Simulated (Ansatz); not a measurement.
Consider Cu vacancy in cuprite, charge state -1. Computed with PBE, PAW (plane waves to 420 eV; Ansatz, a program for electronic structure).

Cell of 48 host sites held at the relaxed PBE lattice; one k-point at (0.250, 0.250, 0.250); Fermi-Dirac width 0.05 eV, spin-restricted; finite-size errors left in. No zero-point or tunnelling terms. PBE gaps are too small, and in this host the defect's levels may merge with the bands. The charge state is imposed; whether it is stable for some Fermi level was not computed. Forms of the defect that were not tried may lie lower.

Barriers: single points on a 2×2×2 k-point mesh shifted by half a step at the bands' geometries.

Relaxed starting cell (atoms counted from 1):

```
CELL_PARAMETERS angstrom
      8.59729     0.00000     0.00000
      0.00000     8.59729     0.00000
      0.00000     0.00000     8.59729
ATOMIC_POSITIONS crystal
  O  0.00107 0.00364 0.00407
  O  0.00083 0.99866 0.50029
  O  0.99879 0.49923 0.99921
  O  0.00037 0.49791 0.49953
  O  0.50004 0.99889 0.00093
  O  0.49337 0.00397 0.49624
  O  0.49672 0.49841 0.00299
  O  0.50041 0.49864 0.50055
  O  0.25403 0.24689 0.25641
  O  0.24974 0.24984 0.74933
  O  0.24943 0.74985 0.24948
  O  0.25040 0.75284 0.74986
  O  0.74920 0.24955 0.25017
  O  0.74587 0.24749 0.74883
  O  0.74719 0.75273 0.25353
  O  0.75081 0.74925 0.75111
  Cu 0.37455 0.12465 0.87573
  Cu 0.37493 0.62458 0.37531
  Cu 0.37365 0.62554 0.87627
  Cu 0.87482 0.12419 0.37551
  Cu 0.87356 0.12550 0.87632
  Cu 0.87386 0.62522 0.37637
  Cu 0.87475 0.62454 0.87551
  Cu 0.12707 0.37303 0.37208
  Cu 0.12393 0.37401 0.87436
  Cu 0.12092 0.86958 0.37539
  Cu 0.12651 0.87860 0.87726
  Cu 0.62912 0.37869 0.37518
  Cu 0.62061 0.37236 0.87577
  Cu 0.62041 0.87749 0.38085
  Cu 0.62584 0.87453 0.87622
  Cu 0.36930 0.37308 0.12919
  Cu 0.37479 0.37876 0.62918
  Cu 0.37476 0.87017 0.12110
  Cu 0.37809 0.87728 0.62305
  Cu 0.87376 0.37407 0.12433
  Cu 0.87303 0.37195 0.62329
  Cu 0.87449 0.87824 0.12923
  Cu 0.87594 0.87447 0.62617
  Cu 0.12735 0.13168 0.12921
  Cu 0.12074 0.12445 0.62918
  Cu 0.12386 0.62512 0.12425
  Cu 0.12645 0.62547 0.62350
  Cu 0.62868 0.12451 0.12126
  Cu 0.62050 0.11922 0.62297
  Cu 0.62133 0.62536 0.12904
  Cu 0.62537 0.62378 0.62610
```
Cell charge -1.

End state 1 differs by these moves (Å; atoms that move under 0.08 Å are left out):

```
atom  element     Δx     Δy    Δz
----  -------  -----  -----  ----
6           O   0.05  -0.04  0.05
11          O  -0.04   0.05  0.05
26         Cu   2.22   2.22  0.01
```

Q: What forward and backward barriers to end state 1 does PBE, PAW give?

A: forward 0.48 eV, backward 0.48 eV; at the saddle point atom 26 has neighbours 2 O at 2.04, O at 2.45, O at 2.48 Å. The saddle point's order was not checked, and it lies on a symmetry element of the cell, where a band can be held.

End state 2 differs by these moves (Å; atoms that move under 0.08 Å are left out):

```tsv
atom	element	Δx	Δy	Δz
6	O	0.09	-0.09	0.00
30	Cu	-2.09	2.09	0.00
40	Cu	-0.02	-0.09	-0.01
46	Cu	0.09	0.02	0.00
```

Q: Estimate the forward and backward barriers to end state 2 that PBE, PAW returns for this input.

A: forward 1.12 eV, backward 1.12 eV; at the saddle point atom 30 has neighbours O at 1.83 Å. The saddle point's order was not checked.
